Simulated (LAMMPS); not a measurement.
LAMMPS 22 Jul 2025, classical MD, Tersoff (GaN.tersoff): GaN, 5832 atoms.

* **task**: MD, nve
* **potential**: Tersoff, GaN.tersoff
* **copies of the repeat unit**: 9×9×9
* **shape (slab and sphere leave vacuum in the box)**: bulk
* **steps**: 2000
* **timestep**: 1 fs
* **thermo**: 50
* **newton**: on (default)
* **atom_modify sort (bins of 2 Å where set)**: 1000 (default)
* **comm_style**: brick (default)
* **box**: 28.7 × 49.7 × 46.7 Å
* **start**: generated wurtzite lattice, warmed in an untimed run

All runs start from one configuration, warmed at this fixed volume for 1000 steps under a thermostat at 600 K. The run at a skin of 2 Å has a mean temperature of 596 K and a mean pressure of -0.3 GPa.

Single runs; times are not shown.

With neigh_modify every 1 delay 0 check yes, skins of 0.1, 0.3, 0.5, 1, 1.5, 2, 3 Å were run. Further schedules:
- skin 0.3 Å, every 20 delay 0 check no
- skin 2 Å, every 20 delay 0 check no
- skin 2 Å, every 1 delay 10 check yes
- skin 1 Å, every 10 delay 0 check yes
- skin 0.3 Å, every 10 delay 0 check yes
- skin 2 Å, every 100 delay 0 check no
- skin 0.3 Å, every 1 delay 10 check yes

A schedule rebuilds too seldom if it shows a dangerous build, rebuilds less often than the check at every step does at that skin, or fails.

Which schedules can miss pairs here, and how do rebuilds depend on the skin?

With the check at every step the rebuilds are 926 at 0.1 Å, 316 at 0.3 Å, 184 at 0.5 Å, 37 at 1 Å, 0 at 1.5 Å, 0 at 2 Å, 0 at 3 Å. Too seldom: skin 0.3 Å, every 20 delay 0 check no; skin 1 Å, every 10 delay 0 check yes; skin 0.3 Å, every 10 delay 0 check yes; skin 0.3 Å, every 1 delay 10 check yes.

| setting | rebuilds | dangerous builds | list entries an atom | change of the total energy (meV/atom) |
|---|---|---|---|---|
| skin 0.1 Å, every 1 delay 0 check yes | 926 | — | 10.8 | +0.026 |
| skin 0.3 Å, every 1 delay 0 check yes | 316 | — | 16.7 | +0.028 |
| skin 0.5 Å, every 1 delay 0 check yes | 184 | — | 18.1 | +0.026 |
| skin 1 Å, every 1 delay 0 check yes | 37 | — | 26.0 | +0.028 |
| skin 1.5 Å, every 1 delay 0 check yes | 0 | — | 34.7 | +0.026 |
| skin 2 Å, every 1 delay 0 check yes | 0 | — | 47.0 | +0.027 |
| skin 3 Å, every 1 delay 0 check yes | 0 | — | 83.6 | +0.026 |
| skin 0.3 Å, every 20 delay 0 check no | 100 | not counted | 16.7 | +0.46 |
| skin 2 Å, every 20 delay 0 check no | 100 | not counted | 47.0 | +0.025 |
| skin 2 Å, every 1 delay 10 check yes | 0 | 0 | 47.0 | +0.027 |
| skin 1 Å, every 10 delay 0 check yes | 34 | 0 | 26.0 | +0.027 |
| skin 0.3 Å, every 10 delay 0 check yes | 200 | 200 | 16.7 | +0.027 |
| skin 2 Å, every 100 delay 0 check no | 20 | not counted | 47.0 | +0.025 |
| skin 0.3 Å, every 1 delay 10 check yes | 200 | 200 | 16.7 | +0.027 |

Where the energy changes as in the checked runs, the late rebuilds cost nothing that shows in this run. List entries are as LAMMPS prints them (Ave neighs/atom).
